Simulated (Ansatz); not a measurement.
We consider white tin (β-Sn), described by PBEsol-D3(BJ) (Ansatz, a program for electronic structure, plane waves, PAW).

Numerical settings: plane-wave cutoff 520 eV, 20×20×20 k mesh, Fermi–Dirac smearing 0.05 eV, scalar-relativistic PAW data made under PBE.

Cell (relaxed at this level):

```
CELL_PARAMETERS angstrom
     -2.87795     2.87795     1.55516
      2.87795    -2.87795     1.55516
      2.87795     2.87795    -1.55516
ATOMIC_POSITIONS crystal
  Sn 0.25000 0.75000 0.50000
  Sn 0.00000 0.00000 0.00000
```

### Question
Predict the bulk modulus B0 and pressure derivative B′ of the bulk modulus.

### Answer

* **bulk modulus B0**: 63.0 GPa
* **pressure derivative B′ of the bulk modulus**: 4.8

The run finds no gap.

Measured, for comparison: bulk modulus 57.0 GPa (temperature not stated, no zero-point or thermal correction; as tabulated in Chen et al. (2023), arXiv:2209.05059). Computed (rounded) less measured: bulk modulus +11 %.

Note: the bulk modulus comes from volumes at which shape and atoms were relaxed.

Spin–orbit coupling is not included.

Computed values are for the static lattice.

Cost on a shared machine: about 7 core-minutes (a rough figure).
